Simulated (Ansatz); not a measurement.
InSe (P6₃/mmc, No. 194, 8 atoms in the cell; start mp-20485; a measured phase of this formula has another space group) was calculated with r²SCAN (Ansatz, an electronic-structure program, PAW).

Settings: plane-wave cutoff 500 eV, 12×12×4 k mesh (along the axes of the cell as run), Fermi–Dirac smearing 0.05 eV, scalar-relativistic PAW data made under PBE.

Cell (relaxed at this level):

```yaml
crystal:
  lattice:
    - [4.04331, 0.00000, 0.00000]
    - [-2.02166, 3.50161, 0.00000]
    - [0.00000, 0.00000, 17.43247]
  atoms:
    - { symbol: In, position: [0.33333, 0.66667, 0.33026] }
    - { symbol: In, position: [0.66667, 0.33333, 0.66974] }
    - { symbol: In, position: [0.66667, 0.33333, 0.83026] }
    - { symbol: In, position: [0.33333, 0.66667, 0.16974] }
    - { symbol: Se, position: [0.33333, 0.66667, 0.59753] }
    - { symbol: Se, position: [0.66667, 0.33333, 0.40247] }
    - { symbol: Se, position: [0.66667, 0.33333, 0.09753] }
    - { symbol: Se, position: [0.33333, 0.66667, 0.90247] }
```

Question: Give the computed band gap.

Answer: 
* **band gap**: 0.95 eV (on the SCF k mesh)

Note: the relaxation could not lower the start's symmetry, so the cell can be a saddle point above a distorted one; the cell has widely spaced layers and the level no dispersion term, so their spacing and the moduli can rest on weak binding.

Spin–orbit coupling is not included.

Computed values are for the static lattice.

A start named mp-… is a Materials Project structure, which need not be a measured phase.
